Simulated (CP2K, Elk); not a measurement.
An Elk input for a self-consistent single point of CaI2 (P-3m1, 3 atoms in the cell) (DFT, LDA (PW92), all-electron FP-LAPW, Elk's shipped species files, APW+lo basis with extra local orbitals):

```
tasks
  0

xctype
  3

rgkmax
  7.5

gmaxvr
  14.0

nxlo
  2

lorbcnd
  .true.

lmaxi
  2

stype
  0

swidth
  0.0001

avec
    8.5585128470    0.0000000185    0.0000000000
   -4.2792564395    7.4118895349    0.0000000000
    0.0000000000    0.0000000000   13.6246041051

sppath
  'species/'

atoms
  2   : nspecies
  'Ca.in'   : spfname
  1   : natoms; atposl, bfcmt below
  0.0000000000  0.0000000000  0.0000000000    0.0 0.0 0.0
  'I.in'   : spfname
  2   : natoms; atposl, bfcmt below
  0.3333333333  0.6666666667  0.2443000000    0.0 0.0 0.0
  0.6666666667  0.3333333333  0.7557000000    0.0 0.0 0.0

ngridk
  5 5 3
```

Q: Give the CP2K input for the same structure, mesh, smearing and functional.

A: This is the input that was run; spellings and numerical settings could be chosen otherwise.

```
&GLOBAL
  PROJECT bulk
  RUN_TYPE ENERGY_FORCE
  PRINT_LEVEL LOW
&END GLOBAL
&FORCE_EVAL
  METHOD Quickstep
  STRESS_TENSOR ANALYTICAL
  &DFT
    BASIS_SET_FILE_NAME BASIS_MOLOPT
    POTENTIAL_FILE_NAME GTH_POTENTIALS
    &QS
      METHOD GPW
      EPS_DEFAULT 1E-10
    &END QS
    &MGRID
      CUTOFF 500
      REL_CUTOFF 60
      NGRIDS 5
    &END MGRID
    &SCF
      SCF_GUESS ATOMIC
      EPS_SCF 1E-6
      MAX_SCF 100
      ADDED_MOS 5
      &DIAGONALIZATION
        ALGORITHM STANDARD
      &END DIAGONALIZATION
      &MIXING
        METHOD BROYDEN_MIXING
        ALPHA 0.4
        NBUFFER 10
        BETA 1.5
      &END MIXING
    &END SCF
    &KPOINTS
      SCHEME MONKHORST-PACK 5 5 3
    &END KPOINTS
    &XC
      &XC_FUNCTIONAL PADE
      &END XC_FUNCTIONAL
    &END XC
    &PRINT
      &MO
        EIGENVALUES T
        OCCUPATION_NUMBERS T
        NDIGITS 8
        FILENAME mo
        &EACH
          QS_SCF 0
        &END EACH
        ADD_LAST NUMERIC
      &END MO
      &MULLIKEN OFF
      &END MULLIKEN
    &END PRINT
  &END DFT
  &SUBSYS
    &CELL
      A 4.52897000 0.00000000 0.00000000
      B -2.26448500 3.92220300 0.00000000
      C 0.00000000 0.00000000 7.20983000
      PERIODIC XYZ
    &END CELL
    &COORD
      SCALED
      Ca       0.00000000     0.00000000     0.00000000
      I        0.33333300     0.66666700     0.24430000
      I        0.66666700     0.33333300     0.75570000
    &END COORD
    &KIND Ca
      BASIS_SET DZVP-MOLOPT-SR-GTH-q10
      POTENTIAL GTH-PADE-q10
    &END KIND
    &KIND I
      BASIS_SET DZVP-MOLOPT-SR-GTH-q7
      POTENTIAL GTH-PADE-q7
    &END KIND
  &END SUBSYS
  &PRINT
    &FORCES ON
    &END FORCES
    &STRESS_TENSOR ON
    &END STRESS_TENSOR
  &END PRINT
&END FORCE_EVAL
```

Basis, cutoffs, solver keys and any potentials are the target program's own. This input uses DFT LDA (Pade form), GPW, DZVP-MOLOPT-SR-GTH basis, GTH-PADE potentials (GTH_POTENTIALS). LDA parametrisations can differ slightly between programs.

The starting cell comes from a database of computed structures (which also holds hypothetical and non-ambient phases and stackings), without a prior relaxation at this level.
